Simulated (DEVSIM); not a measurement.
Structure: Si p+/n-/n+ power diode, at 300 K.

| layer (left to right) | material | thickness (μm) | Nd (cm⁻³) | Na (cm⁻³) | τn (s) | τp (s) |
|---|---|---|---|---|---|---|
| 1 | Si | 4.70 | - | 2.1e18 | 2.9e-7 | 2.9e-7 |
| 2 | Si | 4.00 | 5.6e14 | - | 2.9e-7 | 2.9e-7 |
| 3 | Si | 1.40 | 3.2e18 | - | 2.9e-7 | 2.9e-7 |

Left contact: ohmic. Right contact: ohmic. Voltage is applied to the left contact. Recombination: SRH at mid-gap. Mobility is constant in doping.

Constants are typed, rounded textbook-type inputs, not results; the design itself was drawn at random and stands for no fabricated device. Values at 300 K.

```
parameter           Si
-------------  -------
gap (eV)         1.124
affinity (eV)     4.05
permittivity      11.7
Nc (cm⁻³)      2.86e19
Nv (cm⁻³)       3.1e19
μn (cm²/Vs)       1417
μp (cm²/Vs)        470
```

Simulated with DEVSIM: 1D drift-diffusion, Boltzmann statistics, complete ionisation; no tunnelling, impact ionisation, image-force lowering or self-heating.

### Question
Tabulate band edges, carrier densities and field at 0.9 V on the left contact.

### Answer
Energies count from the Fermi level of the right contact; mesh points crowd at the junctions.

```json
[
 {"x (μm)": "0.000", "Ec (eV)": "0.154", "Ev (eV)": "-0.970", "n (cm⁻³)": "< 1e2", "p (cm⁻³)": "2.1e18", "field (V/cm)": "≈ 0"},
 {"x (μm)": "0.04794", "Ec (eV)": "0.154", "Ev (eV)": "-0.970", "n (cm⁻³)": "6.0e14", "p (cm⁻³)": "2.1e18", "field (V/cm)": "≈ 0"},
 {"x (μm)": "0.1906", "Ec (eV)": "0.154", "Ev (eV)": "-0.970", "n (cm⁻³)": "2.4e15", "p (cm⁻³)": "2.1e18", "field (V/cm)": "≈ 0"},
 {"x (μm)": "0.6153", "Ec (eV)": "0.155", "Ev (eV)": "-0.969", "n (cm⁻³)": "7.7e15", "p (cm⁻³)": "2.1e18", "field (V/cm)": "≈ 0"},
 {"x (μm)": "2.621", "Ec (eV)": "0.156", "Ev (eV)": "-0.968", "n (cm⁻³)": "3.2e16", "p (cm⁻³)": "2.1e18", "field (V/cm)": "≈ 0"},
 {"x (μm)": "4.018", "Ec (eV)": "0.156", "Ev (eV)": "-0.968", "n (cm⁻³)": "4.9e16", "p (cm⁻³)": "2.1e18", "field (V/cm)": "≈ 0"},
 {"x (μm)": "4.487", "Ec (eV)": "0.156", "Ev (eV)": "-0.968", "n (cm⁻³)": "5.5e16", "p (cm⁻³)": "2.2e18", "field (V/cm)": "≈ 0"},
 {"x (μm)": "4.669", "Ec (eV)": "0.157", "Ev (eV)": "-0.967", "n (cm⁻³)": "5.7e16", "p (cm⁻³)": "2.2e18", "field (V/cm)": "≈ 0"},
 {"x (μm)": "4.707", "Ec (eV)": "0.116", "Ev (eV)": "-1.008", "n (cm⁻³)": "2.7e17", "p (cm⁻³)": "4.6e17", "field (V/cm)": "-14000"},
 {"x (μm)": "4.768", "Ec (eV)": "0.110", "Ev (eV)": "-1.014", "n (cm⁻³)": "3.5e17", "p (cm⁻³)": "3.5e17", "field (V/cm)": "14"},
 {"x (μm)": "4.949", "Ec (eV)": "0.110", "Ev (eV)": "-1.014", "n (cm⁻³)": "3.5e17", "p (cm⁻³)": "3.5e17", "field (V/cm)": "14"},
 {"x (μm)": "5.796", "Ec (eV)": "0.111", "Ev (eV)": "-1.013", "n (cm⁻³)": "3.4e17", "p (cm⁻³)": "3.4e17", "field (V/cm)": "14"},
 {"x (μm)": "7.476", "Ec (eV)": "0.114", "Ev (eV)": "-1.010", "n (cm⁻³)": "3.3e17", "p (cm⁻³)": "3.3e17", "field (V/cm)": "15"},
 {"x (μm)": "8.304", "Ec (eV)": "0.115", "Ev (eV)": "-1.009", "n (cm⁻³)": "3.3e17", "p (cm⁻³)": "3.3e17", "field (V/cm)": "15"},
 {"x (μm)": "8.626", "Ec (eV)": "0.115", "Ev (eV)": "-1.009", "n (cm⁻³)": "3.3e17", "p (cm⁻³)": "3.3e17", "field (V/cm)": "15"},
 {"x (μm)": "8.691", "Ec (eV)": "0.109", "Ev (eV)": "-1.015", "n (cm⁻³)": "4.3e17", "p (cm⁻³)": "2.5e17", "field (V/cm)": "-14000"},
 {"x (μm)": "8.728", "Ec (eV)": "0.056", "Ev (eV)": "-1.068", "n (cm⁻³)": "3.2e18", "p (cm⁻³)": "3.2e16", "field (V/cm)": "≈ 0"},
 {"x (μm)": "8.828", "Ec (eV)": "0.056", "Ev (eV)": "-1.068", "n (cm⁻³)": "3.2e18", "p (cm⁻³)": "3.0e16", "field (V/cm)": "≈ 0"},
 {"x (μm)": "9.304", "Ec (eV)": "0.056", "Ev (eV)": "-1.068", "n (cm⁻³)": "3.2e18", "p (cm⁻³)": "1.9e16", "field (V/cm)": "≈ 0"},
 {"x (μm)": "9.832", "Ec (eV)": "0.057", "Ev (eV)": "-1.067", "n (cm⁻³)": "3.2e18", "p (cm⁻³)": "6.4e15", "field (V/cm)": "≈ 0"},
 {"x (μm)": "10.02", "Ec (eV)": "0.057", "Ev (eV)": "-1.067", "n (cm⁻³)": "3.2e18", "p (cm⁻³)": "1.8e15", "field (V/cm)": "≈ 0"},
 {"x (μm)": "10.10", "Ec (eV)": "0.057", "Ev (eV)": "-1.067", "n (cm⁻³)": "3.2e18", "p (cm⁻³)": "< 1e2", "field (V/cm)": "≈ 0"}
]
```
